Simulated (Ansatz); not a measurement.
Data:

```
MgS
1.0
    0.00000     2.59875     2.55552
    2.59875     0.00000     2.55552
    2.59875     2.59875     0.00000
Mg S
1 1
Cartesian
  0.00000   0.00000   0.00000
  2.59875   2.59875   2.55552
```

Method: PBEsol with spin-orbit coupling, rigid bands (plane waves, PAW; Ansatz, an electronic-structure program). Condition of this run: uniaxial stress zz = 2 GPa (compression positive) (the target of the relaxation). Geometry: cell and atoms relaxed with PBEsol, then loaded as said.

### Question
Predict the hole conductivity mass (n e² τ/σ) at 300 K, by direction if it differs.

### Answer
1.08 (x), 1.08 (y), 1.28 (z) mₑ.

### Question
What conductivity effective mass do dilute electrons have at 300 K?

### Answer
0.31 (x), 0.31 (y), 0.50 (z) mₑ.

### Question
And the band gap?

### Answer
2.63 eV at this level; semilocal functionals usually fall short of the measured gap.

Rigid bands, one relaxation time for all states, no polarons.
